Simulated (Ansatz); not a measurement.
MgO under load (space group Immm), Ansatz (a program for electronic structure) with r2SCAN, rigid bands. Condition of this run: uniaxial stress along [110] of 1 GPa (compression positive) (the target of the relaxation). Band gap 5.70 eV, N_c = 5.79e18 cm⁻³ and N_v = 2.08e20 cm⁻³ at 300 K, conductivity masses of 0.373 mₑ (electrons) and 2.26 mₑ (holes). Take k_BT = 0.02585 eV.

Q: A film of it is 8 nm thick. Estimate the confinement energies in an infinite well.

A: ħ²π²/(2m t²) = 0.376 eV·nm²/(m/mₑ × t²) gives 15.8 meV for electrons and 2.60 meV for holes, so the gap would widen to about 5.72 eV. Finite barriers and nonparabolic bands lower this, and with several valleys or bands the heaviest mass along the normal sets the lowest level, not this average.

Q: Find the intrinsic carrier density and the intrinsic Fermi level.

A: n_i = √(N_c N_v) exp(−E_g/2k_BT) = 3.47e19 × exp(−110.24) = 4.6e-29 cm⁻³. The level lies (k_BT/2) ln(N_v/N_c) = 46 meV from mid-gap (positive towards the conduction band). Each 0.1 eV added to the gap lowers n_i by a factor of 6.9.

Q: What thermal injection velocity √(2k_BT/πm) limits a ballistic channel?

A: 8.81e6 cm/s for electrons and 3.58e6 cm/s for holes, a ratio of √(m_h/m_e) = 2.46, for dilute carriers.

Rigid bands with the computed gap; masses take one relaxation time for all states. Spin-orbit coupling is left out.
